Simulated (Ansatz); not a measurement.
**TaSi (model structure, started from the NbAs type, I4₁md, No. 109, 4 atoms in the cell): equilibrium volume per atom by level of theory**

No measured value is used here.

```json
[
 {"level (code)": "PBE (Ansatz)", "value (Å³/atom)": "17.11"},
 {"level (code)": "PBEsol (Ansatz)", "value (Å³/atom)": "___"},
 {"level (code)": "PBE-D3(BJ) (Ansatz)", "value (Å³/atom)": "16.61"}
]
```

Problem. Fill in the missing entries.

Solution. 
- PBEsol (Ansatz, an electronic-structure program), value (Å³/atom): 16.65

Density-functional levels without +SOC have no spin–orbit coupling. Ansatz's density-functional and Hartree–Fock values are scalar-relativistic unless marked +SOC, with PAW data made under PBE.

A model structure was made by putting elements into a prototype or built by hand; it is no filed structure, need not be a known phase, and can be a saddle point held by its symmetry.
